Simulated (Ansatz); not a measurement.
Start from Ga$_{2}$O$_{3}$ (space group C2/m, No. 12; a = 12.4552 Å, b = 3.0835 Å, c = 5.8776 Å, α = 90.00°, β = 103.70°, γ = 90.00°).

Method: Ansatz (an electronic-structure program), PBE, PAW, cutoff 420 eV, scalar-relativistic without spin-orbit coupling.

For the base:

- Band gap = 2.01 eV
- Volume per atom = 10.97 Å³

The change: a hydrostatic pressure of 0.9 GPa.

Question: Predict the new band gap and volume per atom.

Answer: The band gap rises by 0.04 eV to 2.05 eV; the volume per atom shrinks by 0.062 Å³ (10.97 Å³ → 10.90 Å³).

Load acts through the strain it causes; cell and atoms are relaxed under it. Stability against distortions was not tested.
